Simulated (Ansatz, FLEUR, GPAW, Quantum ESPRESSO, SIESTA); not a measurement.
**MnO (Fm-3m, 4 atoms in the cell) computed with different codes at matched settings**

Self-consistent single point, at a second geometry (lattice scaled by 0.98). First geometry:

```
CELL_PARAMETERS angstrom
      4.37340     2.18670     2.18670
      2.18670     4.37340     2.18670
      2.18670     2.18670     4.37340
ATOMIC_POSITIONS crystal
  Mn 0.00000 0.00000 0.00000
  Mn 0.50000 0.50000 0.50000
  O  0.25000 0.25000 0.25000
  O  0.75000 0.75000 0.75000
```
Moments meant for the start (each program seeds them in its own way; μB, in the order of the atoms Mn Mn O O): 5.0 -5.0 0.0 0.0.

Shared settings, as Ansatz (a program for electronic structure) writes them: kpoints.mp_grid.grid = 7 7 7; scf.occupations.method = fermi_dirac; scf.occupations.width = 0.01 eV. Potentials and cutoffs stand in the table.

```tsv
code	model	ΔF from the first geometry (meV/atom)	pressure (GPa)	gap on the mesh (eV)	cutoff
SIESTA	GGA PBE, numerical atomic orbitals DZP, PseudoDojo PBE standard norm-conserving potentials (rewritten from UPF to PSML)	51.0	20.05	1.197	grid 300 Ry
Ansatz	PBE, default PAW files	50.0	18.77	0.953	default
GPAW	PBE, GPAW PAW datasets PBE (gpaw-data 1.0.1)	60.7	–	0.895	950 eV
FLEUR	PBE, all-electron FLAPW (FLEUR), scalar-relativistic valence	50.0	–	0.977	Kmax 4.3 1/bohr
Quantum ESPRESSO	PBE, SSSP 1.1.2 efficiency (PBE) pseudopotentials	50.9	19.50	0.984	55 Ry
```

For Ansatz (by 0.5 GPa) the energy change implies a higher mean pressure, against the two pressures, than for the other programs: a sign of finite-basis (Pulay) stress.

A dash marks a value that a program does not give, or that is left out as unsure.

Gaps are read on the mesh.

On Ansatz's run: the magnetic order is the one reached from the typed start; others were not searched systematically.

The spread over the programs that give each value: ΔF from the first geometry within 10.7 meV/atom; pressure within 1.28 GPa; gap on the mesh within 0.302 eV.

SIESTA uses small atom-centred bases, whose incompleteness enters pressures, forces and empty levels differently from a plane-wave cutoff. FLEUR treats all electrons, but the usual bases taken here (sphere radii, linearisation, local orbitals, empty states) were not tested for convergence, so the values are no reference for the others. Ansatz's pressure is given at a fixed set of plane waves, as the other plane-wave codes print theirs; with its correction for the finite basis it is 19.44 GPa (the shift of 0.67 GPa shows how far the cutoff is from converged). The pressure of GPAW is left out: its cutoff lies under the one at which its stress was checked. In the gap, SIESTA (by 0.243) lies more than 0.12 eV from the median of the plane-wave programs.

The starting cell has typed, rounded lattice constants, without a prior relaxation at this level. Its lattice was rescaled by a random factor within 2.5 % of one. For this run, on top of that: lattice scaled by 0.98.

Keys are those of Ansatz 0.2.
